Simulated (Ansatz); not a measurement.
NiCl2 (R-3m, No. 166) was calculated with r²SCAN (Ansatz, an electronic-structure program, plane waves, PAW).

Numerical settings: plane-wave cutoff 500 eV, 14×14×14 k mesh, Fermi–Dirac smearing 0.05 eV, spin-polarised start, scalar-relativistic PAW data made under PBE.

Cell (relaxed at this level):

```yaml
crystal:
  lattice:
    - [1.73464, 1.00150, 6.00689]
    - [-1.73464, 1.00150, 6.00689]
    - [0.00000, -2.00299, 6.00689]
  atoms:
    - { symbol: Ni, position: [0.00000, 0.00000, 0.00000] }
    - { symbol: Cl, position: [0.26024, 0.26024, 0.26024] }
    - { symbol: Cl, position: [0.73976, 0.73976, 0.73976] }
```

**Question.** Give the computed band gap.

**Answer.** 
* **band gap**: 2.28 eV (on the SCF k mesh)

Measured, for comparison: band gap 4.7 eV (100 K, zero-point motion not removed, photoconductivity gap, single crystal; the page drops the formulas, order Cl, Br, I taken from the sentence be; as tabulated in Ronda et al. (1987), doi:10.1103/physrevb.35.4038). Computed (rounded) less measured: band gap -2.42 eV.

Note: the magnetic order was assumed, not searched for or taken from measurement; a magnet's gap depends somewhat on the PAW data; the cell comes from a level without a dispersion term, which matters for the spacing of layers, chains or molecules; the cell has widely spaced layers and the level no dispersion term, so their spacing and the moduli can rest on weak binding.

Static lattice: no zero-point or thermal effects.

Computing time: very roughly 13 core-minutes.
